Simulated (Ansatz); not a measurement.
The structure below was relaxed with Kohn–Sham DFT with the PBE functional, run in Ansatz (an electronic-structure program) with PAW and 420 eV plane waves, without spin-orbit coupling, earlier PAW set, at pressure 15 GPa.

```xyz
1
Lattice="-2.0155 2.0155 2.0155 2.0155 -2.0155 2.0155 2.0155 2.0155 -2.0155" Properties=species:S:1:pos:R:3 pbc="T T T"
Rb     0.0000     0.0000     0.0000
```

Q: Find the space group and the Wyckoff positions.

A: Space group Im-3m (No. 229); a = 4.031 Å, b = 4.031 Å, c = 4.031 Å, α = 90.00°, β = 90.00°, γ = 90.00°

| atom | site | symmetry | x | y | z |
|---|---|---|---|---|---|
| Rb | 2a | m-3m | 0.0000 | 0.0000 | 0.0000 |

Load acts through the strain it causes; cell and atoms are relaxed under it. No phonon test of stability was made. Measured, Rb leaves this structure (for fcc) near 7 GPa (temperature not stated; as listed in Olga Degtyareva, NATO science for peace and security series. B, Physics and biophysics (2010)). The cell was made from Rb in the bcc (W type) structure (space group Im-3m, No. 229) by this change: pressure 15 GPa.
